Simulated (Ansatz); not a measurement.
Input for SnO (litharge start, 32-atom cell) (held in this type by symmetry, stable or not):

Ansatz 0.2 input:
```yaml
crystal:
  lattice:
    - [7.669498373, 0.0, 4.75708834]
    - [0.0, 7.669498373, 4.75708834]
    - [-7.669498373, 0.0, 4.75708834]
  atoms:
    - { symbol: Sn, position: [0.246895157, 0.25, 0.746895157] }
    - { symbol: Sn, position: [0.996895157, 0.75, 0.496895157] }
    - { symbol: Sn, position: [0.996895157, 0.25, 0.996895157] }
    - { symbol: Sn, position: [0.496895157, 0.25, 0.496895157] }
    - { symbol: Sn, position: [0.246895157, 0.75, 0.246895157] }
    - { symbol: Sn, position: [0.746895157, 0.75, 0.746895157] }
    - { symbol: Sn, position: [0.746895157, 0.25, 0.246895157] }
    - { symbol: Sn, position: [0.496895157, 0.75, 0.996895157] }
    - { symbol: Sn, position: [0.753104843, 0.0, 0.003104843] }
    - { symbol: Sn, position: [0.503104843, 0.5, 0.753104843] }
    - { symbol: Sn, position: [0.503104843, 0.0, 0.253104843] }
    - { symbol: Sn, position: [0.003104843, 0.0, 0.753104843] }
    - { symbol: Sn, position: [0.753104843, 0.5, 0.503104843] }
    - { symbol: Sn, position: [0.253104843, 0.5, 0.003104843] }
    - { symbol: Sn, position: [0.253104843, 0.0, 0.503104843] }
    - { symbol: Sn, position: [0.003104843, 0.5, 0.253104843] }
    - { symbol: O, position: [0.25, 0.25, 0.5] }
    - { symbol: O, position: [0.0, 0.75, 0.25] }
    - { symbol: O, position: [0.0, 0.25, 0.75] }
    - { symbol: O, position: [0.5, 0.25, 0.25] }
    - { symbol: O, position: [0.25, 0.75, 0.0] }
    - { symbol: O, position: [0.75, 0.75, 0.5] }
    - { symbol: O, position: [0.75, 0.25, 0.0] }
    - { symbol: O, position: [0.5, 0.75, 0.75] }
    - { symbol: O, position: [0.25, 0.0, 0.75] }
    - { symbol: O, position: [0.0, 0.5, 0.5] }
    - { symbol: O, position: [0.0, 0.0, 0.0] }
    - { symbol: O, position: [0.5, 0.0, 0.5] }
    - { symbol: O, position: [0.25, 0.5, 0.25] }
    - { symbol: O, position: [0.75, 0.5, 0.75] }
    - { symbol: O, position: [0.75, 0.0, 0.25] }
    - { symbol: O, position: [0.5, 0.5, 0.0] }
basis:
  ecutwfc: 420
  ecutrho_ratio: 4
  xc_grid: 2
kpoints:
  mp_grid: { grid: [3, 3, 3] }
hamiltonian:
  xc: pbe
  dispersion: d3bj
  pseudopotentials: { kind: paw }
scf:
  n_extra_bands: 44
  occupations: { method: fermi_dirac, width: 0.01 }
output:
  eigenstates:
    kpoints:
      - [0.0, 0.0, 0.0]
      - [-0.5, -0.5, -0.5]
    e_range: [-5, 6]
    localisation: true
  eigenvalues: true
magnetization:
  noncollinear: true
  spin_orbit: true
```

All values below come from PBE+D3(BJ) with spin-orbit coupling (plane waves to 420 eV, PAW; Ansatz, a first-principles code).  Its k-point mesh 3×3×3, Fermi–Dirac width 0.01 eV.

### Question
What does the end of the output print (band table and long remarks left out, numbers rounded to eight decimals)?

### Answer
```
SCF converged after 10 iterations
Magnetization: |M| = 0.0000 μB,  M = (+0.0000, +0.0000, +0.0000) μB
Absolute magnetization: 0.0000 μB (∫|m|)
  site 0: m = (+0.0000, +0.0000, +0.0000) μB, |m| = 0.0000 μB  (R = 0.92 Å)
  site 1: m = (+0.0000, +0.0000, +0.0000) μB, |m| = 0.0000 μB  (R = 0.92 Å)
  site 2: m = (+0.0000, +0.0000, +0.0000) μB, |m| = 0.0000 μB  (R = 0.92 Å)
  site 3: m = (+0.0000, +0.0000, +0.0000) μB, |m| = 0.0000 μB  (R = 0.92 Å)
  site 4: m = (+0.0000, +0.0000, +0.0000) μB, |m| = 0.0000 μB  (R = 0.92 Å)
  site 5: m = (+0.0000, +0.0000, +0.0000) μB, |m| = 0.0000 μB  (R = 0.92 Å)
  site 6: m = (+0.0000, +0.0000, +0.0000) μB, |m| = 0.0000 μB  (R = 0.92 Å)
  site 7: m = (+0.0000, +0.0000, +0.0000) μB, |m| = 0.0000 μB  (R = 0.92 Å)
  site 8: m = (+0.0000, +0.0000, +0.0000) μB, |m| = 0.0000 μB  (R = 0.92 Å)
  site 9: m = (+0.0000, +0.0000, +0.0000) μB, |m| = 0.0000 μB  (R = 0.92 Å)
  site 10: m = (+0.0000, +0.0000, +0.0000) μB, |m| = 0.0000 μB  (R = 0.92 Å)
  site 11: m = (+0.0000, +0.0000, +0.0000) μB, |m| = 0.0000 μB  (R = 0.92 Å)
  site 12: m = (+0.0000, +0.0000, +0.0000) μB, |m| = 0.0000 μB  (R = 0.92 Å)
  site 13: m = (+0.0000, +0.0000, +0.0000) μB, |m| = 0.0000 μB  (R = 0.92 Å)
  site 14: m = (+0.0000, +0.0000, +0.0000) μB, |m| = 0.0000 μB  (R = 0.92 Å)
  site 15: m = (+0.0000, +0.0000, +0.0000) μB, |m| = 0.0000 μB  (R = 0.92 Å)
  site 16: m = (+0.0000, +0.0000, +0.0000) μB, |m| = 0.0000 μB  (R = 0.92 Å)
  site 17: m = (+0.0000, +0.0000, +0.0000) μB, |m| = 0.0000 μB  (R = 0.92 Å)
  site 18: m = (+0.0000, +0.0000, +0.0000) μB, |m| = 0.0000 μB  (R = 0.92 Å)
  site 19: m = (+0.0000, +0.0000, +0.0000) μB, |m| = 0.0000 μB  (R = 0.92 Å)
  site 20: m = (+0.0000, +0.0000, +0.0000) μB, |m| = 0.0000 μB  (R = 0.92 Å)
  site 21: m = (+0.0000, +0.0000, +0.0000) μB, |m| = 0.0000 μB  (R = 0.92 Å)
  site 22: m = (+0.0000, +0.0000, +0.0000) μB, |m| = 0.0000 μB  (R = 0.92 Å)
  site 23: m = (+0.0000, +0.0000, +0.0000) μB, |m| = 0.0000 μB  (R = 0.92 Å)
  site 24: m = (+0.0000, +0.0000, +0.0000) μB, |m| = 0.0000 μB  (R = 0.92 Å)
  site 25: m = (+0.0000, +0.0000, +0.0000) μB, |m| = 0.0000 μB  (R = 0.92 Å)
  site 26: m = (+0.0000, +0.0000, +0.0000) μB, |m| = 0.0000 μB  (R = 0.92 Å)
  site 27: m = (+0.0000, +0.0000, +0.0000) μB, |m| = 0.0000 μB  (R = 0.92 Å)
  site 28: m = (+0.0000, +0.0000, +0.0000) μB, |m| = 0.0000 μB  (R = 0.92 Å)
  site 29: m = (+0.0000, +0.0000, +0.0000) μB, |m| = 0.0000 μB  (R = 0.92 Å)
  site 30: m = (+0.0000, +0.0000, +0.0000) μB, |m| = 0.0000 μB  (R = 0.92 Å)
  site 31: m = (+0.0000, +0.0000, +0.0000) μB, |m| = 0.0000 μB  (R = 0.92 Å)
Free energy (F): -105508.543033 eV
Harris-Foulkes:  -105508.543033 eV  (|F-HF|=5.18e-9)
Internal energy: -105508.541834 eV  (E = F + TS)
E sigma→0 (E₀):  -105508.542434 eV
Entropy (-TS):   -0.001199 eV (-0.037 meV/atom)
Fermi energy:    9.911496 eV
--- Per-component energies (eV) ---
  E_band       = -1461.957113
  E_kinetic    = 5789.658513
  E_local      = -20838.682777  (includes V_loc(G=0)·N_el)
  E_nonlocal   = 259.457642
  E_hartree    = 11314.585226
  E_xc         = -7306.917790
  E_vxc        = -3045.024468  (∫ρ·V_xc dr)
  E_paw        = -68747.002890  (= ΣΔE_a)
  E_vpaw       = -6256.576576  (= ΣTr[D̂ρ^β])
  E_aug_tail   = 0.038242  (compensation charges beyond the density's cutoff)
  E_ewald      = -25972.148518
  E_disp       = -7.529480  (pairwise vdW)
  E_smearing   = -0.001199  (= −TS)
  E_closure    = 0.000000  (closes the sum)
  Σ components = -105508.543033   (vs F -105508.543033, Δ=0.00e0)
```

Cost: around 30 core-minutes (rough).
